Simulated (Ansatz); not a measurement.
# A computed series for BAs: carrier doping

Start from BAs in the wurtzite structure (space group P6_3mc, No. 186; a cell from a computed database, its experimental status unchecked).

BAs has the hexagonal space group P6₃mc (No. 186), the wurtzite structure, Pearson symbol hP4. Conventional cell: a = 3.354 Å, b = 3.354 Å, c = 5.554 Å, α = 90.00°, β = 90.00°, γ = 120.00°. B on 2b is coordinated by 4 As at 2.059–2.078 Å (tetrahedral). As on 2b is coordinated by 4 B at 2.059–2.078 Å (tetrahedral). (Neighbours: up to the widest gap in distance over summed covalent radii, below 1.35, at either atom.)

Carriers are added at fixed cell with a uniform background; the Fermi–Dirac width is that of 300 K.

The values are results of Ansatz (a quantum-chemistry and plane-wave program) PBEsol, scalar-relativistic without spin-orbit coupling, not measurements.

Notes on the quantities. Fermi level from band edge: Fermi level relative to the doped band's edge (positive inside the band; to 0.05 eV).

| variant | Fermi level from band edge | gap between the host's bands |
|---|---|---|
| undoped | – | 1.02 eV |
| electrons 1.0×10^21 cm⁻³ | +0.25 eV | 1.01 eV |
| electrons 3.0×10^21 cm⁻³ | +0.40 eV | 0.99 eV |
| electrons 5.0×10^21 cm⁻³ | +0.50 eV | 0.97 eV |
| electrons 7.0×10^21 cm⁻³ | +0.65 eV | 0.95 eV |
| holes 1.0×10^21 cm⁻³ | +0.50 eV | 1.02 eV |
| holes 3.0×10^21 cm⁻³ | +0.90 eV | 1.05 eV |
| holes 5.0×10^21 cm⁻³ | +1.15 eV | 1.07 eV |
| holes 7.0×10^21 cm⁻³ | +1.35 eV | 1.10 eV |

Charged cell with a jellium background: band edges are those of the host's band count, energies are not comparable with the neutral cell, and many-body gap narrowing is missing. Whether these cells are dynamically stable was not tested. This is not the structure that BAs has at room temperature and ambient pressure.
